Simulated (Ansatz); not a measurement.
Consider AlAs in the zinc blende structure (space group F-43m, No. 216; a = 5.6747 Å). Axes: x, y, z lie along the cube axes.

Level of theory: PBEsol in Ansatz (plane waves to 420 eV, PAW, without spin-orbit coupling).

Base values:

```
Quantity            Value
---------------  --------
Volume per atom  22.84 Å³
Pressure         0.0 kbar
```

Now apply this change: compressive biaxial strain of 4.90 % in the plane normal to [001], as in epitaxy on a mismatched substrate; the out-of-plane cell vector and the atoms relax.

Problem. Predict the new volume per atom and pressure.

Solution. The volume per atom shrinks by 1.216 Å³, from 22.84 Å³ to 21.63 Å³; the pressure (mean of the normal stresses, compression positive) goes from zero to 41.4 kbar.

Stability against distortions was not tested.

Ansatz is a program for electronic structure.
